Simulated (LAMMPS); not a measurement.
An MD run on 40 independent impacts of a 300 eV Si atom on a fresh (001) slab of Si (diamond structure) at 300 K, 45° from the normal (azimuth 22°), each followed for 5.4 ps in a slab 42 Å deep.

Model: classical MD, pair style tersoff/zbl, file SiC.tersoff.zbl (LAMMPS).

Task: Predict the extra atoms per ion below 4 Å, the share that reached the floor of the slab, the vacant sites per ion below 4 Å, the mean depth of the ions that stopped in the slab.

Result: extra atoms per ion below 4 Å: 4.7 ± 0.3; share that reached the floor of the slab: 1 of 40; vacant sites per ion below 4 Å: 3.9 ± 0.4; mean depth of the ions that stopped in the slab: 15 ± 2 Å.

Caution: no electronic stopping, which lengthens ranges. Caution: some ions came near the held bottom, so the tail is cut. Caution: depths under zero lie above the old surface, the extra atoms can include the ion, and sites are counted after a short relaxation. Caution: the (001) face starts bulk-cut, without dimer rows.
